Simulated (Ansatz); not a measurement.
Results of r²SCAN (Ansatz, a first-principles code, PAW) for cubic perovskite KZnF₃.

Settings: plane-wave cutoff 560 eV, 8×8×8 k mesh, Fermi–Dirac smearing 0.01 eV, scalar-relativistic PAW data made under PBE.

Cell (relaxed at this level):

```yaml
crystal:
  lattice:
    - [4.04629, 0.00000, 0.00000]
    - [0.00000, 4.04629, 0.00000]
    - [0.00000, 0.00000, 4.04629]
  atoms:
    - { symbol: K, position: [0.00000, 0.00000, 0.00000] }
    - { symbol: Zn, position: [0.50000, 0.50000, 0.50000] }
    - { symbol: F, position: [0.50000, 0.00000, 0.50000] }
    - { symbol: F, position: [0.00000, 0.50000, 0.50000] }
    - { symbol: F, position: [0.50000, 0.50000, 0.00000] }
```

Task: What does this level give for the bulk modulus, band gap, smallest direct gap on the k points sampled and pressure derivative B′ of the bulk modulus?

Result: 
* **bulk modulus**: 84.6 GPa
* **band gap**: 4.64 eV (indirect)
* **smallest direct gap on the k points sampled**: 6.61 eV
* **pressure derivative B′ of the bulk modulus**: 4.6

Measured, for comparison: bulk modulus 80 GPa (temperature not stated, no zero-point or thermal correction, (C11+2C12)/3; as tabulated in Vaitheeswaran et al. (2016), arXiv:1609.00541). Computed (rounded) less measured: bulk modulus +6 %. A static lattice is as a rule a little smaller and stiffer than an uncorrected measurement, which narrows the difference in the bulk modulus and would widen misses of the other sign.

It cost about 60 core-seconds (a rough figure) of CPU time.
